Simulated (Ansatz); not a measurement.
Structures of equal composition on the (111) surface of fcc Cu: a layer of In in place of the second plane; a layer of In in place of the third plane. The slabs share one bottom face, and each structure is named by its start. These are constructed structures in small cells; real faces may alloy, dewet or reconstruct in larger ones, and not all known structures of the face are among them. Slabs of about 10 Å, Fermi-Dirac smearing of 0.1 eV. Bottom of the slabs: a bare face, its two planes held. Relaxed from the named starts with such symmetry as they have, on meshes of like density; energies extrapolated to zero smearing; spin only where a row says so; no spin-orbit coupling, no U. Brackets mark spin-polarised runs, whose order is one that fits the cell.

Level of theory: PBE (plane waves to 420 eV, PAW; Ansatz, a program for electronic structure).

**Question.** Put the candidates in order of energy per 1x1 cell, lowest first, for PBE.

**Answer.** a layer of In in place of the second plane (0.000 eV), a layer of In in place of the third plane (0.095 eV)
